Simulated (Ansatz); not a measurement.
Response to strain in hypothetical rock salt PdGe

The parent structure is PdGe in the rock salt structure (space group Fm-3m, No. 225; a = 5.1283 Å; a hypothetical phase, not in the database extracts checked). Axes: x, y, z lie along the cube axes.

Strains are applied to the cell and any free atomic positions relax; under biaxial strain the out-of-plane vector relaxes too; under stress the whole cell relaxes.

All numbers come from PBEsol in Ansatz (plane waves to 420 eV, PAW, without spin-orbit coupling).

Notes on the quantities. energy relative to the base: free energy F; pressure: mean of the normal stresses, compression positive.

```tsv
change	energy relative to the base	pressure	space group	shortest interatomic distance
base	0 meV/atom	0.0 GPa	Fm-3m (No. 225)	2.564 Å
biaxial strain −2.99 %, plane normal [110], relaxed out of plane	+5.0 meV/atom	1.5 GPa	Immm (No. 71)	2.487 Å
biaxial strain −2.21 %, plane normal [110], relaxed out of plane	+2.1 meV/atom	0.8 GPa	Immm (No. 71)	2.507 Å
biaxial strain +4.87 %, plane normal [111], relaxed out of plane	-17 meV/atom	1.5 GPa	R-3m (No. 166)	2.560 Å
isotropic strain −1.37 %	+12 meV/atom	5.8 GPa	Fm-3m (No. 225)	2.529 Å
uniaxial strain ε_xx = +1.12 %	+1.2 meV/atom	-1.3 GPa	I4/mmm (No. 139)	2.564 Å
uniaxial strain ε_zz = −0.75 %	+0.6 meV/atom	1.0 GPa	I4/mmm (No. 139)	2.545 Å
tensor shear ε_xz = −0.65 %	-0.2 meV/atom	0.0 GPa	Immm (No. 71)	2.564 Å
uniaxial stress, 3 GPa tension along x	+4.2 meV/atom	–	I4/mmm (No. 139)	2.544 Å
tensor shear ε_xz = −0.92 %	-0.3 meV/atom	0.0 GPa	Immm (No. 71)	2.564 Å
```

Without a gap, meshes like the base's 16×16×16 leave anisotropic stresses uncertain by several tenths of a GPa, and small strain energies with them. Beyond what the load breaks, stability against distortions was not tested. The final runs are not spin-polarised. Under biaxial strain +4.87 %, plane normal [111], relaxed out of plane the cell ends below the base's energy or with stress of the wrong sign: the atoms slid into a distortion or the cell is elastically unstable, so the base is not a stable minimum at this level.

Ansatz is a first-principles code.
